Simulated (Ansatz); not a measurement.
Results of PBEsol (plane waves, PAW; Ansatz, a quantum-chemistry and plane-wave program) for TiZnO₃ (P-1, No. 2, 10 atoms in the cell; start mp-635713).

Settings: plane-wave cutoff 520 eV, 8×8×8 k mesh, Fermi–Dirac smearing 0.01 eV, no spin polarisation, scalar-relativistic PAW data made under PBE.

Cell (relaxed with PBEsol):

```xyz
10
Lattice="5.4765 -0.1410 -0.0524 1.9429 5.0807 -0.0907 2.4724 1.4320 4.9649" Properties=species:S:1:pos:R:3 pbc="T T T"
Ti     3.8118     1.7435     4.5343
Ti     6.0800     4.6282     0.2874
Zn     4.4858     2.4199     1.1960
Zn     5.4060     3.9517     3.6257
O      3.8404     2.5694     2.9785
O      6.0515     3.8023     1.8432
O      4.3159     5.4892     4.1522
O      5.5759     0.8825     0.6696
O      6.8557     5.2141     4.6604
O      3.0362     1.1575     0.1613
```

Task: Estimate the band gap, smallest direct gap on the k points sampled and Γ–Γ gap that the calculation returns.

Result: 
band gap: 3.24 eV (indirect)
smallest direct gap on the k points sampled: 3.28 eV
Γ–Γ gap: 3.31 eV

Static lattice: no zero-point or thermal effects.

Cost on a shared machine: very roughly 5 core-minutes.

A start named mp-… is a Materials Project structure, which need not be a measured phase.
